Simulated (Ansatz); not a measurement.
# CuI (model structure, within 0.1 Å of P6₄22, No. 181, 6 atoms in the cell)

The numbers are results of PBEsol (plane waves, PAW; Ansatz, a program for electronic structure), not measurements.

Settings: plane-wave cutoff 520 eV, 12×12×4 k mesh (along the axes of the cell as run), Fermi–Dirac smearing 0.01 eV, no spin polarisation, scalar-relativistic PAW data made under PBE.

Cell (relaxed at this level):

```xyz
6
Lattice="4.1617 0.0000 0.0000 -2.0809 3.6042 0.0000 0.0000 0.0000 9.5154" Properties=species:S:1:pos:R:3 pbc="T T T"
Cu     1.0406     1.8023     4.7577
Cu     2.0806     0.0000     7.9295
Cu    -1.0403     1.8018     1.5859
I      1.0405     1.8021     0.0000
I      2.0808     0.0000     3.1718
I     -1.0404     1.8020     6.3436
```

- band gap = 0.65 eV (on the SCF k mesh)
- bulk modulus = 53.4 GPa

Note: the bulk modulus is −V dP/dV from two relaxed cells at ±2 % in volume.

Spin–orbit coupling is not included; with these elements it can move the gap by several tenths of an eV or more.

Computing time: roughly 13 core-minutes.

A model structure was made by putting elements into a prototype or built by hand; it is no filed structure, need not be a known phase, and can be a saddle point held by its symmetry.
